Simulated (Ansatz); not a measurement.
MgZn₂ (P6₃/mmc, No. 194) was calculated with PBEsol in Ansatz (plane waves, PAW).

Run with plane-wave cutoff 520 eV, 12×12×8 k mesh (along the axes of the cell as run), Fermi–Dirac smearing 0.05 eV, scalar-relativistic PAW data made under PBE.

Energies at three volumes about the minimum:

```csv
V (Å³/atom),E − E_lowest (meV/atom)
15.548,1.50
15.865,0.00
16.182,1.41
```

Question: Fit a parabola by hand: where is the minimum, and what is the bulk modulus?

Answer: Slopes: (0.00 − 1.50)/(15.865 − 15.548) = -4.732 and (1.41 − 0.00)/(16.182 − 15.865) = 4.448 meV/Å³. Curvature E″ = 2 × (4.448 − (-4.732))/(16.182 − 15.548) = 28.959 meV/Å⁶. From the middle of the first interval, the slope vanishes at V0 = 15.7065 − (-4.732)/28.959 = 15.870 Å³/atom. B = V0 E″ = 15.870 × 28.959 meV/Å³ × 0.1602 GPa per meV/Å³ = 73.6 GPa. The full Birch–Murnaghan fit to all volumes gives V0 = 15.864 Å³/atom and B0 = 73.3 GPa.

Shape and atoms are relaxed at each volume.

Measured, for comparison: equilibrium volume per atom 16.86 Å³/atom (temperature not stated, no zero-point or thermal correction, from a published cell, temperature and pressure not stated; as tabulated in T. Ohba and Y. Kitano and Y. Komura, Acta Crystallographic C 40, 1 (1984)). Computed less measured: equilibrium volume per atom -5.9 %.

Note: the volume lies 6 % below that of the published cell.

Ansatz is a quantum-chemistry and plane-wave program.
